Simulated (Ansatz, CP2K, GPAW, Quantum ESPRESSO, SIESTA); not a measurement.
**BaN₂ (P1, 6 atoms in the cell) computed with different codes at matched settings**

Self-consistent single point, at a second geometry (atoms moved at random). First geometry:

```
BaN2
1.0
    3.58665    -2.22648     0.00000
    3.58665     2.22648     0.00000
   -1.90633     0.00000     7.06027
Ba N
2 4
Cartesian
  2.15691   1.31777   5.29520
  3.11007  -1.31777   1.76507
  1.09093  -0.65441   3.84926
  4.17605   0.65441   3.21101
  3.22289  -0.65441   6.74114
  2.04409   0.65441   0.31912
```

Second geometry:
```xyz
6
Lattice="3.5867 -2.2265 0.0000 3.5867 2.2265 0.0000 -1.9063 0.0000 7.0603" Properties=species:S:1:pos:R:3 pbc="T T T"
Ba     2.1446     1.3145     5.2744
Ba     3.1079    -1.2937     1.7827
N      1.0723    -0.7342     3.8682
N      4.2426     0.6642     3.2100
N      3.2475    -0.6234     6.7317
N      1.9860     0.6726     0.3137
```

Shared settings, as Ansatz (a first-principles code) writes them: kpoints.mp_grid.grid = 6 6 3; scf.occupations.method = fermi_dirac; scf.occupations.width = 0.1 eV. Potentials and cutoffs stand in the table.

```tsv
code	model	ΔF from the first geometry (meV/atom)	pressure (GPa)	largest force (eV/Å)	cutoff
SIESTA	GGA PBEsol, numerical atomic orbitals DZP, PseudoDojo PBEsol standard norm-conserving potentials (rewritten from UPF to PSML)	151.5	7.94	14.098	grid 300 Ry
GPAW	PBEsol, GPAW PAW datasets PBEsol (made by gpaw-setup)	53.8	–	7.320	950 eV
CP2K	PBEsol, GPW, DZVP-MOLOPT-SR-GTH basis, GTH-PBE potentials (GTH_POTENTIALS)	83.6	4.75	9.518	grid 500 Ry
Quantum ESPRESSO	PBEsol, GBRV 1.5 ultrasoft (PBESOL) pseudopotentials	60.9	2.62	7.924	40 Ry
Ansatz	PBEsol, PAW files made with PBE	52.4	1.23	7.162	default
```

Size of the force on each atom (eV/Å): Sizes of forces hide their directions.

| code | Ba1 | Ba2 | N3 | N4 | N5 | N6 |
|---|---|---|---|---|---|---|
| SIESTA | 0.437 | 0.561 | 14.098 | 13.971 | 6.288 | 6.462 |
| GPAW | 0.466 | 0.467 | 7.320 | 7.212 | 1.264 | 1.414 |
| CP2K | 0.434 | 0.448 | 9.518 | 9.386 | 2.754 | 2.904 |
| Quantum ESPRESSO | 0.448 | 0.452 | 7.924 | 7.816 | 1.599 | 1.746 |
| Ansatz | 0.472 | 0.466 | 7.162 | 7.058 | 1.240 | 1.380 |

A dash marks a value that a program does not give, or that is left out as unsure.

No clean gap comes from SIESTA, GPAW, CP2K, Quantum ESPRESSO and Ansatz: levels at the Fermi energy touch, overlap or are partly filled at this smearing.

The spread over the programs that give each value: ΔF from the first geometry within 99.1 meV/atom; pressure within 6.71 GPa; largest force within 6.936 eV/Å.

SIESTA and CP2K use small atom-centred bases, whose incompleteness enters pressures, forces and empty levels differently from a plane-wave cutoff. Ansatz's pressure is given at a fixed set of plane waves, as the other plane-wave codes print theirs; with its correction for the finite basis it is 1.45 GPa (the shift of 0.21 GPa shows how far the cutoff is from converged). The pressure of GPAW is left out: its cutoff lies under the one at which its stress was checked. In the pressure, SIESTA (by 6.02) and CP2K (by 2.82) lie more than 1 GPa from the median of the plane-wave programs.

The starting cell comes from a database of computed structures (which also holds hypothetical and non-ambient phases and stackings), without a prior relaxation at this level. For this run, on top of that: atoms moved at random.

Keys are those of Ansatz 0.2.
